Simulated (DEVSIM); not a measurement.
# abrupt Si p-n junction

Structure: abrupt Si p-n junction, at 300 K.

```tsv
layer (left to right)	material	thickness (μm)	Nd (cm⁻³)	Na (cm⁻³)	τn (s)	τp (s)
1	Si	7.30	-	1.6e16	2.4e-7	2.4e-7
2	Si	250	3.6e15	-	2.4e-7	7.2e-7
```

Left contact: ohmic. Right contact: ohmic. Voltage is applied to the left contact. Recombination: SRH at mid-gap, Auger. Mobility is constant in doping.

This is a model device: material constants are rounded textbook-type values typed into the input, and sizes, dopings and lifetimes were drawn at random. Values at 300 K.

| parameter | Si |
|---|---|
| gap (eV) | 1.124 |
| affinity (eV) | 4.05 |
| permittivity | 11.7 |
| Nc (cm⁻³) | 2.86e19 |
| Nv (cm⁻³) | 3.1e19 |
| μn (cm²/Vs) | 1417 |
| μp (cm²/Vs) | 470 |
| Cn (cm⁶/s) | 2.8e-31 |
| Cp (cm⁶/s) | 9.9e-32 |

DEVSIM, 1D drift-diffusion, Boltzmann statistics, complete ionisation; no tunnelling, impact ionisation, image-force lowering or self-heating.

```
Quantity                                           Result
---------------------------------------------  ----------
Potential step across the device at zero bias     0.696 V
Largest field in the device at zero bias       24000 V/cm
Dark forward voltage at 1 A/cm²                   0.633 V
```

Dark reverse current:

```tsv
V (V)	J (A/cm²)
-0.10	-1.3e-8
-0.25	-2.4e-8
-0.50	-4.0e-8
-0.75	-5.4e-8
-1.00	-6.7e-8
-1.50	-9.1e-8
-2.00	-1.1e-7
-2.50	-1.3e-7
-3.25	-1.6e-7
-4.00	-1.9e-7
-5.00	-2.2e-7
```

Dark forward current:

| V (V) | J (A/cm²) |
|---|---|
| 0.05 | 1.7e-8 |
| 0.15 | 2.1e-7 |
| 0.30 | 1.3e-5 |
| 0.40 | 0.00046 |
| 0.55 | 0.12 |
| 0.65 | 1.4 |
| 0.75 | 4.0 |
| 0.90 | 9.1 |
| 1.00 | 13 |
| 1.10 | 17 |
| 1.25 | 25 |
| 1.35 | 30 |
| 1.50 | 40 |
| 1.60 | 47 |
